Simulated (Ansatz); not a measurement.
## MgB2, response to strain

The reference is MgB2 (space group P6/mmm, No. 191; a = 3.0640 Å, c = 3.4977 Å; relaxed with 0.1 eV smearing). Axes: x lies along a and z along c of the hexagonal cell.

Strains are applied to the cell and any free atomic positions relax.

Calculations: PBEsol (Ansatz, an electronic-structure program), no spin-orbit coupling.

Candidates:
(a) uniaxial strain ε_xx = −1.00 %
(b) uniaxial strain ε_xx = −3.00 %
(c) uniaxial strain ε_xx = −1.50 %
(d) uniaxial strain ε_xx = +3.00 %
(e) uniaxial strain ε_xx = −0.50 %

Notes on the quantities. energy relative to the base: free energy F.

Question: Order them by energy relative to the base, highest first.

Answer: (b) uniaxial strain ε_xx = −3.00 % (+12 meV/atom), (d) uniaxial strain ε_xx = +3.00 % (+11 meV/atom), (c) uniaxial strain ε_xx = −1.50 % (+2.9 meV/atom), (a) uniaxial strain ε_xx = −1.00 % (+1.3 meV/atom), (e) uniaxial strain ε_xx = −0.50 % (+0.3 meV/atom)

Stability against distortions was not tested. The final runs are not spin-polarised.
